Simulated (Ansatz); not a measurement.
The parent structure is Bi2Te3 in the Bi2Te3 type structure (space group R-3m, No. 166; a = 4.3945 Å, c = 31.3843 Å (hexagonal axes)).

Calculations: r2SCAN+rVV10, PAW, 500 eV (Ansatz, a first-principles code; no spin-orbit coupling).

Free-standing slabs (5 atom(s) a layer) normal to the stacking axis with 15 Å of vacuum; in-plane cell relaxed.

One change was made to it. Results:

| quantity | base | after |
|---|---|---|
| in-plane lattice parameter a | 4.395 Å | 4.371 Å |
| shortest interatomic distance | 3.061 Å | 3.052 Å |

Q: Which of these changes matches the shifts?
A) 1 layer
B) 3 layers
C) 4 layers

A: A, 1 layer. For comparison, the in-plane lattice parameter a in the other runs: 4 layers gives 4.389 Å; 3 layers gives 4.387 Å.

Stability against distortions was not tested.
